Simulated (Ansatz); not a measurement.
The reference is BP in the zinc blende structure (space group F-43m, No. 216; a = 4.537 Å). Axes: x, y, z lie along the cube axes.

Computed with Kohn–Sham DFT with the r2SCAN functional, run in Ansatz (an electronic-structure program) with PAW and 500 eV plane waves, spin-orbit coupling left out.

Now apply this change: the cell is scaled by 1.0250 in all directions, atoms relaxed at fixed cell.

Predict the stress tensor and what it implies for the stiffness.

Stress of the strained cell less that of the base (GPa, compression positive):
```
 -10.91    0.00    0.00
   0.00  -10.91    0.00
   0.00    0.00  -10.91
```

Then B = −ΔP/(ΔV/V₀) with ΔV/V₀ = 0.0769 gives secant stiffness values (nonlinear terms included at this strain): B ≈ 142 GPa.

As a check, the harmonic strain energy −½ V₀ Δσ:ε is 30 meV/atom; the computed energy rise is 32 meV/atom.

No phonon test of stability was made.
